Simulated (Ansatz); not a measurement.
A hypothetical phase is included: elements placed on a structure type, which no database files for this compound.

Tunnelling through a barrier is set by its complex band structure: the current falls as exp(−2κd) with the smallest κ.

Consider the following.

```
MgO
1.0
    5.49903     0.00000     0.00000
    0.00000     5.49903     0.00000
    0.00000     0.00000     3.28264
Mg O
4 4
Cartesian
  3.73727   1.76176   0.00000
  1.76176   3.73727   0.00000
  0.98776   0.98776   1.64132
  4.51127   4.51127   1.64132
  3.76177   3.76177   0.00000
  1.73726   1.73726   0.00000
  4.48677   1.01226   1.64132
  1.01226   4.48677   1.64132
```

The cell was relaxed by PBE-D3(BJ); by r2SCAN it stands under a pressure of -0.7 GPa.

Transport runs along the normal of the first two printed cell vectors, the (001) plane of the conventional cell.

No gap correction and no spin-orbit coupling; mid-gap is the computed energy nearest the middle.

### Question
Give the band gap and the smallest decay constant κ at mid-gap that Ansatz (an electronic-structure program) with r2SCAN yields.

### Answer
Gap 4.14 eV on a 6×6×10 mesh; κ = 0.343 1/Å, at the zone centre.
